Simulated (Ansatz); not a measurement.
For Bi (model structure, from the diamond type, Fd-3m, No. 227), PBE in Ansatz (plane waves, PAW) gives:

```
Property                              Result
------------------------------  ------------
equilibrium lattice constant a       7.287 Å
bulk modulus                        28.9 GPa
cohesive energy                 2.34 eV/atom
```

Problem. What does r²SCAN (plane waves, PAW; Ansatz, a quantum-chemistry and plane-wave program) give for the same quantities?

Solution. 
- lattice constant a: 7.232 Å (drops by 0.8 %)
- bulk modulus: 31.9 GPa (grows by 10 %)
- cohesive energy: 2.04 eV/atom (falls by 0.30 eV/atom)

Changes are worked out from the printed values.

Unless a cell is named, each level is at its own relaxed cell (PBE 48.38, r²SCAN 47.29 Å³/atom).

Levels without +SOC leave out spin–orbit coupling, which shifts energies and cells of such heavy elements.

Caveats: the bulk modulus is −V dP/dV from two relaxed cells at ±2 % in volume (PBE, r²SCAN). Ansatz's density-functional and Hartree–Fock values are scalar-relativistic unless marked +SOC, with PAW data made under PBE.

A model structure was made by putting elements into a prototype or built by hand; it is no filed structure, need not be a known phase, and can be a saddle point held by its symmetry.
